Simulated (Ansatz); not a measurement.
The starting structures come from a database of crystals and need not be the phases stable at ambient conditions.

By PBEsol, the system below comes out a metal.

Without scattering a metal conducts by its projected Fermi surface.

Given:

```yaml
crystal:
  lattice:
    - [5.59753, 0.00000, 0.00000]
    - [0.00000, 5.59992, 0.00000]
    - [2.79876, 0.00000, 5.40118]
  atoms:
    - { symbol: Co, position: [0.38310, 0.00000, 0.23380] }
    - { symbol: Co, position: [0.61690, 0.00000, 0.76620] }
    - { symbol: Co, position: [0.11690, 0.50000, 0.76620] }
    - { symbol: Co, position: [0.88310, 0.50000, 0.23380] }
    - { symbol: Ge, position: [0.34106, 0.65894, 0.00000] }
    - { symbol: Ge, position: [0.65894, 0.34106, 0.00000] }
    - { symbol: Ge, position: [0.15894, 0.15894, 0.00000] }
    - { symbol: Ge, position: [0.84106, 0.84106, 0.00000] }
    - { symbol: Ge, position: [0.00166, 0.75000, 0.50000] }
    - { symbol: Ge, position: [0.99834, 0.25000, 0.50000] }
    - { symbol: Ge, position: [0.49834, 0.25000, 0.50000] }
    - { symbol: Ge, position: [0.50166, 0.75000, 0.50000] }
```

Space group of this cell: Cmce. The cell is taken as given; by PBEsol its mean pressure is -1.0 GPa.

The current flows along the normal of the first two printed cell vectors. No spin-orbit coupling; the value is a mean over 0.1 eV about the Fermi level.

Q: Compute, with PBEsol in Ansatz (a first-principles code), the ballistic conductance per area.

A: 0.19 × 10¹⁵ S/m² for both spins.
